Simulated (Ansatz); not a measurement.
A self-consistent single point of LuAg4 (I4, 5 atoms in the cell) with Ansatz (an electronic-structure program).

Level of theory: PBEsol, default PAW files made with PBE (plane waves; Ansatz).

```
LuAg4
1.0
   -3.31879     3.31879     2.07391
    3.31879    -3.31879     2.07391
    3.31879     3.31879    -2.07391
Lu Ag
1 4
Direct
  0.01205   0.01205   0.00000
  0.59819   0.80284   0.40103
  0.40181   0.19716   0.59897
  0.80284   0.40181   0.20465
  0.19716   0.59819   0.79535
```

Reference input (self-consistent single point, DFT, PBEsol, plane waves, default PAW files made with PBE): basis.ecutwfc = 420 eV; kpoints.mp_grid.grid = 7 7 7; hamiltonian.xc = pbesol; hamiltonian.pseudopotentials = {kind: paw} (the program's default PAW files); scf.occupations.method = gaussian; scf.occupations.width = 0.1 eV. This run's input differs from it in these lines:

Ansatz 0.2 input:
```diff
@@ -14,3 +14,3 @@
 kpoints:
-  mp_grid: { grid: [7, 7, 7] }
+  mp_grid: { grid: [12, 12, 12] }
 hamiltonian:
@@ -19,3 +19,3 @@
 scf:
-  occupations: { method: gaussian, width: 0.1 }
+  occupations: { method: cold, width: 1.0 }
 output:
```

Output (repeated stretches shortened):

```
SCF iter   1: F=—  HF=-44701.635056 eV  |F-HF|=—  |Δ(HF+E_count)|=         —  Δρ=8.44e-3  dr2=6.38e-2  ethr=1.77e-3  ⟨swp⟩=5.4  Hψ=62896  notcnv=0
all-band conjugate gradients solve this SCF's bands
preconditioner: auto → Kerker (q_TF=auto, 2.774 Å⁻¹)
SCF iter   2: F=—  HF=-44701.615388 eV  |F-HF|=—  |Δ(HF+E_count)|=   1.97e-2  S|Δr|=    0.00e0  Δρ=2.07e-3  dr2=3.44e-3  ethr=6.32e-5  ⟨swp⟩=2.0  Hψ=30241  notcnv=0  defer=1
   [... lines left out ...]
SCF iter   6: F=—  HF=-44701.614573 eV  |F-HF|=—  |Δ(HF+E_count)|=   4.73e-6  S|Δr|=    0.00e0  Δρ=6.59e-5  dr2=3.53e-6  ethr=1.66e-8  ⟨swp⟩=2.3  Hψ=27254  notcnv=0  defer=1
SCF iter   7: F=—  HF=-44701.614572 eV  |F-HF|=—  |Δ(HF+E_count)|=   6.24e-7  S|Δr|=    0.00e0  Δρ=1.40e-5  dr2=1.80e-7  ethr=3.49e-9  ⟨swp⟩=2.1  Hψ=27408  notcnv=0  defer=1
SCF iter   8: F=-44701.614572 eV  HF=-44701.614572 eV  |F-HF|=2.31e-8  |Δ(HF+E_count)|=   8.02e-8  S|Δr|=    0.00e0  Δρ=5.48e-6  dr2=2.73e-8  ethr=9.90e-11  ⟨swp⟩=12.4  Hψ=101616  notcnv=0
SCF 1 converged in 8 iterations: F = -44701.614572 eV  dr2 = 2.73e-8
Stability not checked (fill_not_monotonic)
Free energy (F): -44701.614572 eV
Internal energy: -44701.669440 eV  (E = F + TS)
E sigma→0 (E₀):  -44701.632861 eV
Entropy (-TS):   0.054868 eV (10.974 meV/atom)
Fermi energy:    17.562049 eV
--- Forces (eV/Å), atoms counted from 1 ---
  atom   1  Lu     0.00000000     0.00000000    -0.36012177
  atom   2  Ag     0.04923022    -0.03336311     0.09002870
  atom   3  Ag    -0.04923022     0.03336311     0.09002870
  atom   4  Ag     0.03336311     0.04923022     0.09002870
  atom   5  Ag    -0.03336311    -0.04923022     0.09002870
--- Stress (GPa, compression-positive) ---
       -0.996413      -0.000000       0.000000
        0.000000      -0.996413       0.000000
        0.000000       0.000000      -1.178371
  P = ⅓ Tr σ = -1.0571 GPa (-10.571 kbar)
  The stress holds the Pulay correction. Without it, at fixed plane waves, as pw.x and ABINIT print it: P = -1.1044 GPa
```

The run converged in 8 iterations. Against the reference run the free energy goes up by 6.9 meV/atom, the pressure goes from -1.31 to -1.06 GPa and the largest force hardly changes (0.365 to 0.360 eV/Å).

The starting cell comes from a database of computed structures (which also holds hypothetical and non-ambient phases and stackings), without a prior relaxation at this level. Its lattice was rescaled by up to half a per cent. One atom was moved a little off its site on purpose. Ansatz's pressure includes its estimate of the finite-basis (Pulay) stress.

Cost on one core of a shared machine: roughly 2 min.
